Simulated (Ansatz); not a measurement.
**Hypothetical zinc blende PbTe: pressure series**

Take PbTe in the zinc blende structure (space group F-43m, No. 216; a hypothetical phase, not in the database extracts checked) as the base.

```
CELL_PARAMETERS angstrom
      0.00000     3.64210     3.64210
      3.64210     0.00000     3.64210
      3.64210     3.64210     0.00000
ATOMIC_POSITIONS crystal
  Te 0.25000 0.25000 0.25000
  Pb 0.00000 0.00000 0.00000
```

Cell and atoms are relaxed at each pressure.

The values are results of DFT with r2SCAN, PAW potentials and a 500 eV plane-wave cutoff in Ansatz (a quantum-chemistry and plane-wave program), no SOC, not measurements.

Notes on the quantities. enthalpy: H = E + PV relative to the base's energy.

```tsv
change	lattice parameter a	band gap	enthalpy
base	7.284 Å	0.75 eV	–
pressure −2 GPa	7.505 Å	0.94 eV	-0.63 eV/atom
pressure −1 GPa	7.384 Å	0.84 eV	-0.31 eV/atom
pressure 1.8 GPa	7.142 Å	0.60 eV	+0.53 eV/atom
pressure 4.2 GPa	6.995 Å	0.41 eV	+1.19 eV/atom
pressure 9 GPa	6.779 Å	0.08 eV	+2.41 eV/atom
pressure 18 GPa	6.506 Å	zero	+4.46 eV/atom
pressure 30 GPa	6.267 Å	zero	+6.89 eV/atom
pressure 45 GPa	6.056 Å	zero	+9.62 eV/atom
pressure 60 GPa	5.903 Å	zero	+12.12 eV/atom
```

A case with no gap was solved on a k-mesh chosen for an insulator, which is coarse for it. Spin-orbit coupling, missing from the scalar runs, can matter with Pb and Te. Load acts through the strain it causes; cell and atoms are relaxed under it. No phonon test of stability was made. No other phases were tried under pressure. The final runs are not spin-polarised. The zero or small gap of PbTe under pressure 9 GPa, PbTe under pressure 18 GPa and PbTe under pressure 30 GPa can change with the level of theory.
